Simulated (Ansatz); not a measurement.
System: Bi2Te3 (model structure, started from the A-La2O3 type, P-3m1, No. 164, 5 atoms in the cell). Method: G0W0@PBEsol in Ansatz (plane waves, hard PAW, contour deformation).

The cell is the one relaxed with PBEsol. Conventional cell: a = 4.3488 Å, b = 4.3488 Å, c = 10.5889 Å, α = 90.00°, β = 90.00°, γ = 120.00°.

The quasiparticle gap at Γ at a fixed k mesh 3×3×1:

| response cutoff | value (eV) |
|---|---|
| 140 eV, 1198 empty bands | 0.738 |
| 175 eV, 1675 empty bands | 0.746 |
| 210 eV, 2202 empty bands | 0.752 |
| 280 eV, 3390 empty bands | 0.756 |

Task: Taking the value to converge with the response cutoff E as E^(−3/2), extrapolate from the last two rows.

Result: With y = y∞ + c/w and weights w = 3043 and 4685 for the last two rows, y∞ = (w2 y2 − w1 y1)/(w2 − w1) = (4685 × 0.756 − 3043 × 0.752)/1642 = 0.763 eV, which lies 0.007 beyond the last row. Successive pairs of rows give 0.766, 0.771, 0.763. The limit also hangs on the law assumed, so its last digits aren't firm.

The other settings are not extrapolated, so this is the limit in one setting alone.

Spin–orbit coupling is not included; with these elements it can move the gap by several tenths of an eV or more.

Note: filled d or f shells below the valence bands can shift G0W0 gaps through exchange with them, which wasn't tested here.

A model structure was made by putting elements into a prototype or built by hand; it is no filed structure, need not be a known phase, and can be a saddle point held by its symmetry.

Ansatz is a first-principles code.
